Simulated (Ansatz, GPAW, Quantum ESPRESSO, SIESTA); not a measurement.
Code comparison for MoIr3 (P1, 8 atoms in the cell)

Self-consistent single point, at a second geometry (atoms moved at random). First geometry:

```
CELL_PARAMETERS angstrom
      5.50902     0.00000     0.00000
     -2.75451     4.77095     0.00000
      0.00000     0.00000     4.39795
ATOMIC_POSITIONS crystal
  Mo 0.33333 0.66667 0.25000
  Mo 0.66667 0.33333 0.75000
  Ir 0.83368 0.66735 0.25000
  Ir 0.16633 0.33265 0.75000
  Ir 0.16633 0.83368 0.75000
  Ir 0.83368 0.16633 0.25000
  Ir 0.33265 0.16633 0.25000
  Ir 0.66735 0.83368 0.75000
```

Second geometry:
```
MoIr3
1.0
    5.50902     0.00000     0.00000
   -2.75451     4.77095     0.00000
    0.00000     0.00000     4.39795
Mo Ir
2 6
Cartesian
 -0.00126   3.16951   1.05595
  2.77456   1.56442   3.25513
  2.77549   3.22683   1.08496
 -0.01526   1.61041   3.36720
 -1.43033   3.94378   3.27047
  4.15754   0.84747   1.12411
  1.39673   0.75351   1.15041
  1.36058   3.96787   3.28357
```

Shared settings, as Ansatz (a first-principles code) writes them: kpoints.mp_grid.grid = 5 5 6; scf.occupations.method = fermi_dirac; scf.occupations.width = 0.136 eV. Potentials and cutoffs stand in the table.

| code | model | ΔF from the first geometry (meV/atom) | pressure (GPa) | largest force (eV/Å) | cutoff |
|---|---|---|---|---|---|
| Ansatz | PBEsol, PAW files made with PBE | 25.7 | -4.47 | 1.251 | default |
| SIESTA | GGA PBEsol, numerical atomic orbitals DZP, PseudoDojo PBEsol standard norm-conserving potentials (rewritten from UPF to PSML) | 30.0 | -3.68 | 1.438 | grid 350 Ry |
| GPAW | PBEsol, GPAW PAW datasets PBEsol (made by gpaw-setup) | 25.4 | -5.53 | 1.245 | 550 eV |
| Quantum ESPRESSO | PBEsol, GBRV 1.5 ultrasoft (PBESOL) pseudopotentials | 25.6 | -5.34 | 1.238 | 40 Ry |

Size of the force on each atom (eV/Å): Sizes of forces hide their directions.

```csv
code,Mo1,Mo2,Ir3,Ir4,Ir5,Ir6,Ir7,Ir8
Ansatz,0.709,0.820,1.026,1.251,0.999,0.926,1.083,0.344
SIESTA,0.869,0.982,1.311,1.438,1.158,1.030,1.304,0.323
GPAW,0.707,0.818,1.005,1.245,0.984,0.921,1.070,0.346
Quantum ESPRESSO,0.705,0.813,1.042,1.238,1.003,0.917,1.082,0.330
```

On Ansatz's run: spin-orbit coupling is off. Spin polarisation is off.

The spread over the programs that give each value: ΔF from the first geometry within 4.6 meV/atom; pressure within 1.85 GPa; largest force within 0.200 eV/Å.

SIESTA uses small atom-centred bases, whose incompleteness enters pressures, forces and empty levels differently from a plane-wave cutoff. Ansatz's pressure is given at a fixed set of plane waves, as the other plane-wave codes print theirs; with its correction for the finite basis it is -4.42 GPa. In the pressure, SIESTA (by 1.66) lies more than 1 GPa from the median of the plane-wave programs. In the force vectors, SIESTA (by 0.295) lies more than 0.08 eV/Å from the median of the plane-wave programs.

The starting cell comes from a database of computed structures (which also holds hypothetical and non-ambient phases and stackings), without a prior relaxation at this level. For this run, on top of that: atoms moved at random.

Keys are those of Ansatz 0.2.
